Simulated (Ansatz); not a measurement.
## InAs, response to strain

Consider InAs in the zinc blende structure (space group F-43m, No. 216; a = 6.087 Å).

Strains are applied to the cell and any free atomic positions relax.

All numbers come from PBEsol/PAW in Ansatz (a quantum-chemistry and plane-wave program), no spin-orbit coupling.

Notes on the quantities. energy relative to the base: free energy F.

| isotropic strain (%) | energy relative to the base (meV/atom) |
|---|---|
| -2.5 | 30.3 |
| -2 | 19.0 |
| -1.5 | 10.5 |
| -1 | 4.6 |
| 0 | 0.0 |
| 0.5 | 1.1 |
| 1.5 | ? |
| 2.5 | 25.1 |
| 3 | 35.5 |

**Question.** Fit ΔE = Aε² + Bε³ (ε in %) to the rows shown and predict the withheld row.

**Answer.** Least squares on the printed values gives A = 4.43 and B = -0.16 meV/atom (largest residual 0.0 meV/atom); this predicts 9.4 meV/atom, and the run gives 9.4 meV/atom, in agreement.

The mesh was chosen for an insulator and is coarse for the gapless case. No phonon test of stability was made. The final runs are not spin-polarised.
